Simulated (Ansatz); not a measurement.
Reference: HgI₂ (Cmc2_1), PBEsol+D3BJ, rigid bands (plane waves, PAW, scalar-relativistic; Ansatz, a first-principles code); axes and stresses refer to this cell.

```yaml
crystal:
  lattice:
    - [2.17705, -3.62594, 0.00000]
    - [2.17705, 3.62594, 0.00000]
    - [0.00000, 0.00000, 12.95694]
  atoms:
    - { symbol: Hg, position: [0.65250, 0.34750, 0.00139] }
    - { symbol: Hg, position: [0.34750, 0.65250, 0.50139] }
    - { symbol: I, position: [0.62778, 0.37222, 0.63846] }
    - { symbol: I, position: [0.37222, 0.62778, 0.13846] }
    - { symbol: I, position: [0.06804, 0.93196, 0.36344] }
    - { symbol: I, position: [0.93196, 0.06804, 0.86344] }
```

The electron mass along z is 0.26 mₑ and the band gap is 1.08 eV. The electron conductivity mass is 0.51 mₑ.

Change: spin-orbit coupling switched on. What happens to electron mass along z, band gap, electron conductivity mass?

electron mass along z moves little, to 0.27 mₑ; band gap falls to 0.95 eV; electron conductivity mass rises to 0.53 mₑ.

Masses are for dilute carriers at 300 K, harmonic means over directions unless an axis is named. Spin-orbit coupling is left out unless a row names it; without it the gap and masses of crystals with these elements can be far off. 

Formula and space group known from diffraction (Crystallography Open Database), not checked to be the room-temperature form: HgI2 (Cmc2_1). PBEsol with a dispersion correction tends to overbind, so the cell can be several per cent short, in bad cases over ten, which usually narrows a gap: HgI2 (Cmc2_1).
